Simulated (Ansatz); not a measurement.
Take GaN in the wurtzite structure (space group P6_3mc, No. 186; a = 3.218 Å, c = 5.243 Å) as the base. Axes: x lies along a and z along c of the hexagonal cell.

Computed with PBE (Ansatz, an electronic-structure program), spin-orbit coupling left out.

One thing is altered: an isotropic linear strain of −2.40 %, atoms relaxed at fixed cell.

Predict the stress tensor and what it implies for the stiffness.

Stress of the strained cell less that of the base (GPa, compression positive):
```
  14.73    0.00    0.00
   0.00   14.73    0.00
   0.00    0.00   14.77
```

Then B = −ΔP/(ΔV/V₀) with ΔV/V₀ = -0.0703 gives secant stiffness values (nonlinear terms included at this strain): B (at held cell shape, above the free-shape value) ≈ 210 GPa.

As a check, the harmonic strain energy −½ V₀ Δσ:ε is 39 meV/atom; the computed energy rise is 36 meV/atom.

Whether these cells are dynamically stable was not tested.
